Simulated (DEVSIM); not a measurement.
System: Schottky contact on n-type Si, at 300 K.

```csv
layer (left to right),material,thickness (μm),Nd (cm⁻³),τn (s),τp (s)
1,Si,8.70,9.5e16,7.6e-6,7.6e-6
2,Si,0.950,2.5e18,7.6e-6,7.6e-6
```

Left contact: Schottky, work function 4.44 eV, emission velocity 3.3e6 cm/s. Right contact: ohmic. Voltage is applied to the left contact. Recombination: SRH at mid-gap, Auger. Gap narrowing is on: ΔEg = 6.92 meV × (l + √(l² + 0.5)), l = ln(N/1.3e17 cm⁻³), shared equally by both band edges. Mobility is μmin + (μ − μmin)/(1 + (N/Nref)^α).

This is a model device: material constants are rounded textbook-type values typed into the input, and sizes, dopings and lifetimes were drawn at random. Values at 300 K.

| parameter | Si |
|---|---|
| gap (eV) | 1.124 |
| affinity (eV) | 4.05 |
| permittivity | 11.7 |
| Nc (cm⁻³) | 2.86e19 |
| Nv (cm⁻³) | 3.1e19 |
| μn (cm²/Vs) | 1417 |
| μp (cm²/Vs) | 470 |
| μn,min | 52 |
| μp,min | 45 |
| Nref,n | 9.7e16 |
| Nref,p | 2.2e17 |
| αn | 0.68 |
| αp | 0.72 |
| Cn (cm⁶/s) | 2.8e-31 |
| Cp (cm⁶/s) | 9.9e-32 |

Model (solved in DEVSIM): 1D drift-diffusion, Boltzmann statistics, complete ionisation; no tunnelling, impact ionisation, image-force lowering or self-heating. Metal contacts follow the ideal Schottky-Mott rule: no Fermi-level pinning, no interface dipoles.

The doping Nd of layer 1 was swept, all else fixed.

| doping Nd of layer 1 (cm^-3) | dark forward voltage at 100 A/cm² (V) |
|---|---|
| 2.8e15 | 0.240 |
| 9.5e15 | 0.138 |
| 2.8e16 | 0.106 |
| 9.5e16 | 0.092 |
| 2.8e17 | 0.084 |
| 9.5e17 | 0.074 |
| 2.8e18 | 0.066 |

From the first row to the last the dark forward voltage at 100 A/cm² goes from 0.240 to 0.066.
